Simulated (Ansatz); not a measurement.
Take Al$_{2}$Cu (space group I4/mcm, No. 140; a = 6.006 Å, c = 4.791 Å) as the base.

Structures relaxed with Kohn–Sham DFT with the r2SCAN functional, run in Ansatz (a quantum-chemistry and plane-wave program) with PAW and 500 eV plane waves, without spin-orbit coupling, earlier PAW set.

Base:

Simulated powder pattern, Cu Kα1, λ = 1.54056 Å (kinematic, ideal powder, no thermal factors, no anomalous dispersion; the 14 strongest lines at most, above 2 %, up to 2θ = 90°):

```tsv
2θ (°)	I/Imax (%)	hkl
20.90	100	(110)
29.72	33	(200)
38.39	50	(211)
42.54	34	(220)
43.33	75	(112)
47.85	74	(310)
48.58	62	(202)
57.99	15	(222)
62.34	10	(312)
68.27	8.9	(213)
69.99	16	(420)
74.52	21	(402)
78.40	24	(332)
82.23	7.9	(422)
```

Now apply this change: P takes the place of Cu on all its sites, then cell and atoms are relaxed.

**Question.** How do the reflections move or split?

**Answer.** 
Simulated powder pattern, Cu Kα1, λ = 1.54056 Å (kinematic, ideal powder, no thermal factors, no anomalous dispersion; the 14 strongest lines at most, above 2 %, up to 2θ = 90°):

```
2θ (°)  I/Imax (%)    hkl
------  ----------  -----
20.64           15  (110)
35.40          4.7  (002)
37.50          100  (211)
41.32           49  (112)
41.99           14  (220)
46.62           37  (202)
47.23           52  (310)
64.93           19  (213)
65.90          9.3  (411)
69.01          9.0  (420)
72.44           20  (402)
74.89          6.4  (004)
76.26           23  (332)
88.67           12  (521)
```

The indices refer to each structure's own conventional cell; one index is shown for lines that coincide.

No phonon test of stability was made. As relaxed here, Al2P is a hypothetical phase, not in the database extracts checked. All final runs are without spin polarisation.
